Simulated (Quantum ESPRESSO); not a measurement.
Input and output of a self-consistent single point for Rb3InCl6 (Fm-3m, 10 atoms in the cell) (Quantum ESPRESSO).

Method: PBEsol, GBRV 1.5 ultrasoft (PBESOL) pseudopotentials (plane waves; Quantum ESPRESSO 7.5).

```yaml
crystal:
  lattice:
    - [-5.56471, 0.00000, 5.56471]
    - [0.00000, 5.56471, 5.56471]
    - [-5.56471, 5.56471, 0.00000]
  atoms:
    - { symbol: Rb, position: [0.75000, 0.75000, 0.75000] }
    - { symbol: Rb, position: [0.25000, 0.25000, 0.25000] }
    - { symbol: Rb, position: [0.50000, 0.50000, 0.50000] }
    - { symbol: In, position: [0.00000, 0.00000, 0.00000] }
    - { symbol: Cl, position: [0.77408, 0.22592, 0.22592] }
    - { symbol: Cl, position: [0.22592, 0.77408, 0.77408] }
    - { symbol: Cl, position: [0.22592, 0.77408, 0.22592] }
    - { symbol: Cl, position: [0.77408, 0.22592, 0.77408] }
    - { symbol: Cl, position: [0.22592, 0.22592, 0.77408] }
    - { symbol: Cl, position: [0.77408, 0.77408, 0.22592] }
```

Reference input (self-consistent single point, DFT, PBEsol, plane waves, GBRV 1.5 ultrasoft (PBESOL) pseudopotentials): ecutwfc = 40 Ry; ecutrho = 200 Ry; occupations = fixed; K_POINTS = automatic 2 2 2 0 0 0; nbnd = 45; conv_thr = 1e-09 Ry. This run's input differs from it in these lines:

```diff
@@ -14,4 +14,4 @@
    ntyp = 3
-   ecutwfc = 40
-   ecutrho = 200
+   ecutwfc = 46
+   ecutrho = 230
    occupations = 'fixed'
```

Output (repeated stretches shortened):

```
     Self-consistent Calculation

     iteration #  1     ecut=    46.00 Ry     beta= 0.70

---- Real-time Memory Report at c_bands before calling an iterative solver
           489 MiB given to the printing process from OS
           158 MiB allocation reported by mallinfo(arena+hblkhd)
------------------

     Threshold (ethr) on eigenvalues was too large:
     Diagonalizing with lowered threshold

---- Real-time Memory Report at c_bands before calling an iterative solver
           566 MiB given to the printing process from OS
           187 MiB allocation reported by mallinfo(arena+hblkhd)
------------------

   [... lines left out ...]
           607 MiB given to the printing process from OS
           228 MiB allocation reported by mallinfo(arena+hblkhd)
------------------

     negative rho (up, down):  2.989E-01 0.000E+00

     total energy              =    -492.95614191 Ry
     estimated scf accuracy    <          6.8E-09 Ry

     iteration # 11     ecut=    46.00 Ry     beta= 0.70

---- Real-time Memory Report at c_bands before calling an iterative solver
           610 MiB given to the printing process from OS
           231 MiB allocation reported by mallinfo(arena+hblkhd)
------------------

     negative rho (up, down):  2.989E-01 0.000E+00
     End of self-consistent calculation

     highest occupied, lowest unoccupied level (ev):     1.1108    4.7629

!    total energy              =    -492.95614191 Ry
     estimated scf accuracy    <          3.0E-10 Ry

     convergence has been achieved in  11 iterations

     negative rho (up, down):  2.989E-01 0.000E+00

     Forces acting on atoms (cartesian axes, Ry/au):

     atom    1 type  1   force =     0.00000000   -0.00000000    0.00000000
     atom    2 type  1   force =    -0.00000000    0.00000000   -0.00000000
     atom    3 type  1   force =     0.00000000    0.00000000    0.00000000
     atom    4 type  2   force =     0.00000000    0.00000000    0.00000000
     atom    5 type  3   force =     0.00000000   -0.00138597    0.00000000
     atom    6 type  3   force =     0.00000000    0.00138597    0.00000000
   [... lines left out ...]
     Total force =     0.003395     Total SCF correction =     0.000063
   [... lines left out ...]

     negative rho (up, down):  2.989E-01 0.000E+00
          total   stress  (Ry/bohr**3)                   (kbar)     P=       -4.75
  -0.00003230   0.00000000   0.00000000           -4.75        0.00        0.00
   0.00000000  -0.00003230  -0.00000000            0.00       -4.75       -0.00
   0.00000000  -0.00000000  -0.00003230            0.00       -0.00       -4.75

   JOB DONE.
```

The run converged in 11 iterations. Against the reference run the free energy drops by 4.5 meV/atom, the pressure moves little (-0.49 to -0.48 GPa), the largest force hardly changes (0.035 to 0.036 eV/Å) and the gap on the mesh stays at 3.652 eV.

The starting cell comes from a database of computed structures (which also holds hypothetical and non-ambient phases and stackings), without a prior relaxation at this level.

Cost on one core of a shared machine: roughly 2 min.
